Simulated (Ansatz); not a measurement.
The parent structure is TiO₂ in the anatase structure (space group I4_1/amd, No. 141; a = 3.739 Å, c = 9.455 Å). Axes: x, y, z lie along a, b, c of the conventional cell.

Computed with DFT with LDA, PAW potentials and a 420 eV plane-wave cutoff in Ansatz (an electronic-structure program), without spin-orbit coupling.

Before the change:

The smallest direct gap is 2.44 eV.

One thing is altered: tensor shear ε_xz = +0.67 % (engineering shear γ = 0.0134); the atoms relax in the strained cell.

**Question.** Estimate the effect on the smallest direct gap.

**Answer.** The smallest direct gap stays 2.44 eV.

**Question.** How does this affect the largest internal atomic displacement?

**Answer.** The largest internal atomic displacement amounts to 0.019 Å.

**Question.** Predict the new stress.

**Answer.** The stress (xx, yy, zz, yz, xz, xy; compression positive) amounts to (0.00, -0.05, 0.01, 0.00, -0.63, 0.00) GPa.

**Question.** What does the calculation give for the energy relative to the base after the change?

**Answer.** The energy is nearly the same.

Whether these cells are dynamically stable was not tested. The final runs are not spin-polarised.
